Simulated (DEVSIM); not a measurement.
Device: Co/SiON/p-Si capacitor, at 300 K.

```csv
layer (left to right),material,thickness (nm),Na (cm⁻³)
1,SiON,3.20,-
2,Si,790,5.3e17
```

Metal gate on the left, work function 5 eV. Fixed charge at the semiconductor interface 2.3e11 cm⁻² (in units of +e); no interface traps.

Constants are typed, rounded textbook-type inputs, not results; the design itself was drawn at random and stands for no fabricated device. Values at 300 K.

| parameter | SiON | Si |
|---|---|---|
| gap (eV) | 7 | 1.124 |
| affinity (eV) | 1.4 | 4.05 |
| permittivity | 5.5 | 11.7 |
| Nc (cm⁻³) | - | 2.86e19 |
| Nv (cm⁻³) | - | 3.1e19 |

Simulated with DEVSIM: 1D Poisson equation in equilibrium, Boltzmann statistics, complete ionisation; no quantum confinement or tunnelling. Metal contacts follow the ideal Schottky-Mott rule: no Fermi-level pinning, no interface dipoles.

The fixed charge was swept, all else fixed.

```tsv
fixed charge (cm^-2)	threshold voltage (band bending 2φF) (V)	flat-band voltage (V)
-3.67e12	1.50	0.32
-1.72e12	1.29	0.11
2.3e11	1.09	-0.09
2.18e12	0.88	-0.30
4.13e12	0.68	-0.50
```

From the first row to the last the threshold voltage (band bending 2φF) goes from 1.50 to 0.68. From the first row to the last the flat-band voltage goes from 0.32 to -0.50.
